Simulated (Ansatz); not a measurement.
## Effect of Ba → Li on Ba

Consider Ba in the bcc (W type) structure (space group Im-3m, No. 229; a = 4.8819 Å).

Perturbation: Li takes the place of Ba on all its sites, then cell and atoms are relaxed.

Level of theory: Ansatz (a program for electronic structure), PBEsol, PAW, cutoff 420 eV, no spin-orbit coupling. Settings: 19×19×19 k-points, 0.05 eV Fermi–Dirac smearing, for the changed cell.

The volume per atom drops by 37.92 Å³, from 58.17 Å³ to 20.25 Å³ and the density drops by 3.35 g/cm³ (3.92 g/cm³ → 0.57 g/cm³). The band gap is still zero.

Whether these cells are dynamically stable was not tested.
